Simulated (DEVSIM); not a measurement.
Structure: illuminated Ge n-on-p cell, one wavelength, at 350 K.

```
layer (left to right)  material  thickness (μm)  Nd (cm⁻³)  Na (cm⁻³)  τn (s)  τp (s)  absorption coefficient (cm⁻¹)
---------------------  --------  --------------  ---------  ---------  ------  ------  -----------------------------
1                            Ge           0.330     2.6e18          -  6.6e-7  8.5e-7                          40000
2                            Ge             130          -     9.4e16  8.9e-6  8.9e-6                          40000
```

Left contact: ohmic, minority hole recombination velocity 4e5 cm/s. Right contact: ohmic, minority electron recombination velocity 4e6 cm/s. Voltage is applied to the left contact. Recombination: SRH at mid-gap, radiative, Auger. Light enters at the left, 3.7e16 photons cm⁻² s⁻¹, one pass, no reflection. Mobility is μmin + (μ − μmin)/(1 + (N/Nref)^α).

This is a model device: material constants are rounded textbook-type values typed into the input, and sizes, dopings and lifetimes were drawn at random. Values at 300 K; Nc and Nv go as T^1.5, mobilities as T to minus their exponent, the gap by Varshni's rule with the affinity fixed.

```
parameter               Ge
----------------  --------
gap (eV)             0.664
affinity (eV)            4
permittivity            16
Nc (cm⁻³)          1.04e19
Nv (cm⁻³)             6e18
μn (cm²/Vs)           3900
μp (cm²/Vs)           1900
μn,min                 150
μp,min                 100
Nref,n              2.6e17
Nref,p                4e17
αn                    0.56
αp                     0.6
T exponent of μn      1.66
T exponent of μp      2.33
B (cm³/s)          6.4e-14
Cn (cm⁶/s)           1e-31
Cp (cm⁶/s)           1e-31
Varshni α (eV/K)  0.000477
Varshni β (K)          235
```

Model (solved in DEVSIM): 1D drift-diffusion, Boltzmann statistics, complete ionisation; no tunnelling, impact ionisation, image-force lowering or self-heating.

Base results: potential step across the device at zero bias (V) 0.463; dark forward voltage at 1 A/cm² (V) 0.207; dark forward voltage at 100 A/cm² (V) 0.383.

What follows from this one change: recombination velocity at the left contact 400000 → 10 cm/s?

potential step across the device at zero bias little changed (0.463 V); dark forward voltage at 1 A/cm² 0.207 → 0.233 V; dark forward voltage at 100 A/cm² 0.383 → 0.389 V.

What follows from this one change: thickness of layer 2 130 → 46 μm?

potential step across the device at zero bias little changed (0.463 V); dark forward voltage at 1 A/cm² 0.207 → 0.191 V; dark forward voltage at 100 A/cm² 0.383 → 0.340 V.

What follows from this one change: temperature 350 → 250 K?

potential step across the device at zero bias 0.463 → 0.575 V; dark forward voltage at 1 A/cm² 0.207 → 0.388 V; dark forward voltage at 100 A/cm² 0.383 → 0.506 V.

What follows from this one change: recombination velocity at the right contact 4e+06 → 100 cm/s?

potential step across the device at zero bias little changed (0.463 V); dark forward voltage at 1 A/cm² 0.207 → 0.218 V; dark forward voltage at 100 A/cm² 0.383 → 0.399 V.

What follows from this one change: constant mobility in place of the doping-dependent one?

potential step across the device at zero bias little changed (0.463 V); dark forward voltage at 1 A/cm² 0.207 → 0.194 V; dark forward voltage at 100 A/cm² 0.383 → 0.361 V.
